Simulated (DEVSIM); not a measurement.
Structure: abrupt Si p-n junction, at 300 K.

| layer (left to right) | material | thickness (μm) | Nd (cm⁻³) | Na (cm⁻³) | τn (s) | τp (s) |
|---|---|---|---|---|---|---|
| 1 | Si | 0.610 | - | 2.3e15 | 0.00034 | 0.00034 |
| 2 | Si | 250 | 2.2e15 | - | 0.00034 | 0.00034 |

Left contact: ohmic. Right contact: ohmic. Voltage is applied to the left contact. Recombination: SRH at mid-gap, radiative, Auger. Mobility is μmin + (μ − μmin)/(1 + (N/Nref)^α).

Constants are typed, rounded textbook-type inputs, not results; the design itself was drawn at random and stands for no fabricated device. Values at 300 K.

```tsv
parameter	Si
gap (eV)	1.124
affinity (eV)	4.05
permittivity	11.7
Nc (cm⁻³)	2.86e19
Nv (cm⁻³)	3.1e19
μn (cm²/Vs)	1417
μp (cm²/Vs)	470
μn,min	52
μp,min	45
Nref,n	9.7e16
Nref,p	2.2e17
αn	0.68
αp	0.72
B (cm³/s)	4.7e-15
Cn (cm⁶/s)	2.8e-31
Cp (cm⁶/s)	9.9e-32
```

DEVSIM, 1D drift-diffusion, Boltzmann statistics, complete ionisation; no tunnelling, impact ionisation, image-force lowering or self-heating.

The doping Na of layer 1 was swept, all else fixed.

```tsv
doping Na of layer 1 (cm^-3)	potential step across the device at zero bias (V)	largest field in the device at zero bias (V/cm)	dark forward voltage at 1 A/cm² (V)
6.9e13	0.543	7500	0.419
2.3e14	0.574	…	…
6.9e14	0.602	10000	0.497
2.3e15	0.633	14000	0.544
6.9e15	0.662	18000	0.580
2.3e16	0.693	20000	0.613
6.9e16	0.721	23000	0.641
```

**Question.** Some entries are withheld; supply them.

**Answer.** 
- 2.3e14, largest field in the device at zero bias (V/cm): 8400
- 2.3e14, dark forward voltage at 1 A/cm² (V): 0.455
